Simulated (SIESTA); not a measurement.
Input and output of a self-consistent single point for W (Im-3m, 1 atom in the cell) (SIESTA).

Method of the run: LDA PW92, numerical atomic orbitals DZP, PseudoDojo LDA standard norm-conserving potentials (rewritten from UPF to PSML) (SIESTA).

```
CELL_PARAMETERS angstrom
     -1.57771     1.57771     1.57771
      1.57771    -1.57771     1.57771
      1.57771     1.57771    -1.57771
ATOMIC_POSITIONS crystal
  W  0.00000 0.00000 0.00000
```

Reference input (self-consistent single point, DFT, GGA PBE, numerical atomic orbitals DZP, PseudoDojo PBE standard norm-conserving potentials (rewritten from UPF to PSML)): XC.functional = GGA; XC.authors = PBE; potentials = PseudoDojo PBE standard; PAO.BasisSize = DZP; PAO.EnergyShift = 0.01 Ry; MeshCutoff = 400 Ry; kgrid.MonkhorstPack = 19 19 19; OccupationFunction = MP; OccupationMPOrder = 0; ElectronicTemperature = 3156.43 K; MaxSCFIterations = 150; SCF.Mixer.Method = Broyden. This run's input differs from it in these lines:

```diff
@@ -1,2 +1,2 @@
-# files in the folder: W.psml (PseudoDojo PBE standard)
+# files in the folder: W.psml (PseudoDojo LDA standard)
 SystemName  W
@@ -20,4 +20,4 @@
 
-XC.functional                GGA
-XC.authors                   PBE
+XC.functional                LDA
+XC.authors                   PW92
 PAO.BasisSize                DZP
```

Output (repeated stretches shortened):

```
        iscf     Eharris(eV)        E_KS(eV)     FreeEng(eV)     dDmax    Ef(eV) dHmax(eV)
   scf:    1    -2060.921901    -2064.559279    -2064.573342  1.052349 -2.327435  5.201405
   scf:    2    -2065.285427    -2064.939374    -2064.954178  0.118206 -2.673622  3.170245
   scf:    3    -2065.302657    -2065.164148    -2065.179634  0.159750 -3.208851  0.022149
   scf:    4    -2065.164253    -2065.164205    -2065.179706  0.001904 -3.205040  0.011543
   scf:    5    -2065.164191    -2065.164200    -2065.179736  0.002167 -3.204648  0.015733
   [... 2 lines left out ...]
   scf:    8    -2065.164178    -2065.164178    -2065.179742  0.000044 -3.208213  0.000580
   scf:    9    -2065.164178    -2065.164178    -2065.179742  0.000014 -3.208315  0.000419
   scf:   10    -2065.164178    -2065.164178    -2065.179742  0.000021 -3.208444  0.000216
   scf:   11    -2065.164178    -2065.164178    -2065.179742  0.000009 -3.208474  0.000158
SCF Convergence by DM+H criterion
max |DM_out - DM_in|         :     0.0000089569
max |H_out - H_in|      (eV) :     0.0001575955
SCF cycle converged after 11 iterations

Using DM_out to compute the final energy and forces

siesta: E_KS(eV) =            -2065.1642

siesta: E_KS - E_eggbox =     -2065.1642

siesta: Atomic forces (eV/Ang):
     1    0.000000    0.000000    0.000000
   Tot    0.000000    0.000000    0.000000
   Max    0.000000
   Res    0.000000    sqrt( Sum f_i^2 / 3N )
   Max    0.000000    constrained

Stress tensor Voigt[x,y,z,yz,xz,xy] (kbar):       77.39       77.39       77.39       -0.00       -0.00       -0.00
(Free)E + p*V (eV/cell)    -2065.9385
Target enthalpy (eV/cell)    -2065.1797

siesta: Program's energy decomposition (eV):
siesta: FreeEng =     -2065.179742

siesta: Stress tensor (static) (eV/Ang**3):
siesta:     0.048303   -0.000000   -0.000000
siesta:    -0.000000    0.048303   -0.000000
siesta:    -0.000000   -0.000000    0.048303

siesta: Cell volume =         15.708746 Ang**3

siesta: Pressure (static):
siesta:                Solid            Molecule  Units
siesta:          -0.00052609         -0.00052609  Ry/Bohr**3
siesta:          -0.04830323         -0.04830323  eV/Ang**3
siesta:         -77.39030030        -77.39030030  kBar
```

The run converged in 11 iterations. Against the reference run the pressure goes from 8.00 to -7.74 GPa.

The starting cell comes from a database of computed structures (which also holds hypothetical and non-ambient phases and stackings), without a prior relaxation at this level. Its lattice was rescaled by a random factor within 2.5 % of one. Spin polarisation is off. Values carry the incompleteness of an atom-centred basis. With a pressure of about -8 GPa the cell is away from its equilibrium volume at this level.

Cost on one core of a shared machine: roughly 50 s.
